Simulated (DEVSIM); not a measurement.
Device: GaAs p-n junction from an implanted or diffused profile, at 300 K.

```csv
layer (left to right),material,thickness (μm),Nd (cm⁻³),τn (s),τp (s)
1,GaAs,36.0,3.9e15,2.4e-9,2.4e-9
```

Added acceptor profile: 3.6e17 cm⁻³ × exp(−(x − 0 μm)²/(2·(0.033 μm)²)). Left contact: ohmic. Right contact: ohmic. Voltage is applied to the left contact. Recombination: SRH at mid-gap, Auger. Mobility is μmin + (μ − μmin)/(1 + (N/Nref)^α).

Constants are typed, rounded textbook-type inputs, not results; the design itself was drawn at random and stands for no fabricated device. Values at 300 K.

```tsv
parameter	GaAs
gap (eV)	1.424
affinity (eV)	4.07
permittivity	12.9
Nc (cm⁻³)	4.7e17
Nv (cm⁻³)	9e18
μn (cm²/Vs)	8500
μp (cm²/Vs)	400
μn,min	500
μp,min	20
Nref,n	6e16
Nref,p	1.5e17
αn	0.39
αp	0.38
Cn (cm⁶/s)	1e-30
Cp (cm⁶/s)	1e-30
```

Simulated with DEVSIM: 1D drift-diffusion, Boltzmann statistics, complete ionisation; no tunnelling, impact ionisation, image-force lowering or self-heating.

Problem. Tabulate band edges, carrier densities and field at 1.05 V on the left contact.

Solution. Energies count from the Fermi level of the right contact; mesh points crowd at the junctions.

```csv
x (μm),Ec (eV),Ev (eV),n (cm⁻³),p (cm⁻³),field (V/cm)
0.000,0.290,-1.133,< 1e2,3.6e17,-1800
0.02018,0.284,-1.140,2.3e12,2.8e17,-5300
0.04306,0.265,-1.159,7.9e12,1.3e17,-11000
0.06798,0.234,-1.190,3.1e13,4.0e16,-14000
0.1003,0.194,-1.230,1.5e14,8.4e15,-11000
0.1254,0.170,-1.254,3.7e14,3.4e15,-7900
0.1498,0.154,-1.270,7.1e14,1.8e15,-6000
0.2125,0.127,-1.297,2.0e15,6.3e14,-2800
0.3254,0.112,-1.312,3.6e15,3.2e14,-550
0.5719,0.108,-1.316,4.1e15,2.4e14,≈ 0
1.110,0.109,-1.315,4.1e15,1.7e14,11
2.892,0.110,-1.314,3.9e15,5.0e13,≈ 0
6.174,0.112,-1.312,3.9e15,5.1e12,≈ 0
13.34,0.115,-1.309,3.9e15,3.5e10,≈ 0
27.01,0.120,-1.304,3.9e15,2700000,≈ 0
31.87,0.122,-1.302,3.9e15,92000,≈ 0
34.11,0.123,-1.301,3.9e15,18000,≈ 0
35.14,0.124,-1.300,3.9e15,6600,≈ 0
35.72,0.124,-1.300,3.9e15,2100,≈ 0
35.88,0.124,-1.300,3.9e15,850,≈ 0
35.96,0.124,-1.300,3.9e15,300,≈ 0
36.00,0.124,-1.300,3.9e15,< 1e2,≈ 0
```
